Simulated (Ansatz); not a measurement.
The starting structures come from a database of crystals and need not be the phases stable at ambient conditions.

```yaml
crystal:
  lattice:
    - [5.80868, 0.00000, 0.00000]
    - [0.48717, 10.46015, 0.00000]
    - [-2.66075, 5.23008, 4.63622]
  atoms:
    - { symbol: Rb, position: [0.67697, 0.68163, 0.00000] }
    - { symbol: Rb, position: [0.32303, 0.31837, 0.00000] }
    - { symbol: Te, position: [0.00000, 0.00000, 0.00000] }
    - { symbol: Te, position: [0.57096, 0.67008, 0.47532] }
    - { symbol: Te, position: [0.42904, 0.32992, 0.52468] }
    - { symbol: Te, position: [0.90436, 0.85460, 0.47532] }
    - { symbol: Te, position: [0.09564, 0.14540, 0.52468] }
```

Space group of this cell: C2/m. The cell is taken as given.

Transport runs along the normal of the first two printed cell vectors.

The gap is the functional's own, uncorrected, and κ follows it; spin-orbit coupling is left out. Mid-gap values are interpolated between the computed energies.

**Question.** State the band gap and the smallest decay constant κ at mid-gap according to r2SCAN (Ansatz, a program for electronic structure).

**Answer.** Gap 0.56 eV on a 8×8×8 mesh; κ = 0.109 1/Å, at the zone centre.
